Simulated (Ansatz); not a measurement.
WC, response to strain

Consider WC (space group P-6m2, No. 187; a = 2.913 Å, c = 2.835 Å; relaxed with 0.1 eV smearing). Axes: x lies along a and z along c of the hexagonal cell.

Strains are applied to the cell and any free atomic positions relax.

Method: r2SCAN in Ansatz (plane waves to 500 eV, PAW, no spin-orbit coupling).

Notes on the quantities. energy relative to the base: free energy F; pressure: mean of the normal stresses, compression positive.

```
change                          energy relative to the base  volume per atom  pressure
------------------------------  ---------------------------  ---------------  --------
base                                             0 meV/atom         10.42 Å³   0.0 GPa
uniaxial strain ε_zz = −3.00 %                 +31 meV/atom         10.10 Å³  14.9 GPa
uniaxial strain ε_zz = −2.50 %                          [?]         10.16 Å³       [?]
uniaxial strain ε_zz = −2.00 %                 +14 meV/atom         10.21 Å³   9.6 GPa
uniaxial strain ε_zz = −1.50 %                +7.5 meV/atom         10.26 Å³   7.1 GPa
uniaxial strain ε_zz = −1.00 %                +3.3 meV/atom         10.31 Å³   4.6 GPa
uniaxial strain ε_zz = −0.50 %                +0.8 meV/atom         10.36 Å³   2.3 GPa
```

Problem. What belongs in the blanks?

Solution. 
- uniaxial strain ε_zz = −2.50 %, energy relative to the base: +21 meV/atom
- uniaxial strain ε_zz = −2.50 %, pressure: 12.2 GPa

Stability against distortions was not tested. All final runs are without spin polarisation.

Ansatz is an electronic-structure program.
